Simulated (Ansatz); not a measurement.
## How the c axis length of SiO₂ (model structure, started from the CdI2 type, P-3m1, No. 164, 3 atoms in the cell) moves with the method

No measured value is used here.

**Question.** Put these levels in order of the c axis length that they give for SiO₂ (model structure, started from the CdI2 type, P-3m1, No. 164, 3 atoms in the cell), smallest first: PBE (Ansatz, a program for electronic structure), PBE-D3(BJ) (Ansatz), PBEsol (Ansatz).

**Answer.** PBE-D3(BJ) (4.604 Å), PBEsol (5.464 Å), PBE (5.618 Å)

Ansatz's density-functional and Hartree–Fock values are scalar-relativistic unless marked +SOC, with PAW data made under PBE.

A model structure was made by putting elements into a prototype or built by hand; it is no filed structure, need not be a known phase, and can be a saddle point held by its symmetry.
